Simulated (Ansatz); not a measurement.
Data:

End structure of C on the 1x1 (111) surface of fcc Ni, ferromagnetic, one in a 2x1 cell, started at the site 'top Ni':

```xyz
9
Lattice="4.9771 0.0000 0.0000 -1.2443 2.1552 0.0000 0.0000 0.0000 25.5000" Properties=species:S:1:pos:R:3 pbc="T T T"
Ni     0.0000     1.4368     9.7295
Ni     2.4886     1.4368     9.7295
Ni     1.2443     0.7184    11.7361
Ni     3.7329     0.7184    11.7361
Ni    -0.0114    -0.0066    13.7413
Ni     2.4827    -0.0034    13.7768
Ni    -0.0697     1.3965    15.8069
Ni     2.3874     1.3783    15.9458
C     -1.2155     0.7350    16.9270
```

Slab: 9 atoms, 6.0 Å thick at the start under the adsorbate (thin: gaps and levels are the slab's own); k 7x14x1, smearing 0.1 eV, dipole-corrected; 4 atoms held, the rest relaxed; symmetry of the start imposed; spin-polarised, no spin-orbit, no U, no dispersion correction. At the end it is bonded to 3 Ni. In PBE it is, or lies within 0.03 eV of, the lowest of the starts that converged.

A negative adsorption energy means that the adsorbate is more stable on the surface than in its reference.

**Question.** What is the computed change of the work function (PBE run with Ansatz, a quantum-chemistry and plane-wave program)?

**Answer.** 0.80 eV

**Question.** What is the computed change of the step from the bottom to the top vacuum level, against the clean slab (PBE)?

**Answer.** 0.81 eV

**Question.** What is the computed adsorption energy against an atom of graphite (PBE)?

**Answer.** 39.1 kcal/mol

**Question.** Estimate the work function of the top face that PBE returns for this input.

**Answer.** 5.87 eV
